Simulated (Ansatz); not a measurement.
## Phonons of cubic perovskite KMgF3 at temperature

Method: the stochastic self-consistent harmonic approximation in a 2×2×2 supercell, PBEsol density-functional theory in Ansatz (plane waves, PAW). The cell is fixed at its relaxed static size. Melting and transitions to other phases are not modelled. Frequencies in cm⁻¹ at q = (0.00, 0.00, 0.50) (fractions of the primitive reciprocal vectors), each column in ascending order, rows equal in every column written once; i marks an imaginary mode. The auxiliary (Gaussian) frequencies are positive by construction; the free-energy Hessian decides stability.

```csv
harmonic,Gaussian 300 K,Hessian 300 K,Gaussian 600 K,Hessian 600 K
117,127,122,133,126
125,131,127,136,129
167,176,170,183,172
191,199,194,205,196
199,209,205,216,208
221,230,223,236,225
261,262,260,264,260
438,442,432,444,426
451,453,447,455,443
460,468,456,473,451
```

```
Item                                                                           Value
-------------------------------------------------------------------  ---------------
pressure at 300 K in this cell                                       1.53 ± 0.01 GPa
pressure at 600 K in this cell                                       2.65 ± 0.01 GPa
pressure near 300 K by path-integral sampling of the fitted surface         1.54 GPa
pressure near 600 K by path-integral sampling of the fitted surface         2.71 GPa
static pressure                                                            -0.01 GPa
```

Over all wave vectors of the supercell the softest harmonic mode is 82 cm⁻¹ at q = (0.50, 0.50, 0.50); the softest of the Hessian is 93 cm⁻¹ at q = (0.50, 0.50, 0.50) at 300 K (error under 1; the run's verdict: stable), 100 cm⁻¹ at q = (0.50, 0.50, 0.50) at 600 K (error under 1; the run's verdict: stable).

Ansatz is a first-principles code.
